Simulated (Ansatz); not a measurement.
Take HgO in the zinc blende structure (space group F-43m, No. 216; a = 5.1961 Å; a hypothetical phase, not in the database extracts checked) as the base.

One thing is altered: every O is replaced by Se, then cell and atoms are relaxed.

Levels (all Ansatz, a first-principles code, PAW, earlier PAW set): PBEsol (420 eV, no spin-orbit coupling); PBEsol+SOC (420 eV, with spin-orbit coupling).

The geometry is relaxed with PBEsol.

```
Item               Value
---------------  -------
PBEsol pressure  0.0 GPa
```

**Question.** Predict the pressure from PBEsol+SOC.

**Answer.** The pressure goes from zero to -0.6 GPa.

Single points use the geometry relaxed with PBEsol. The spin-orbit shifts are approximate. No phonon test of stability was made. The runs without spin-orbit coupling are not spin-polarised.
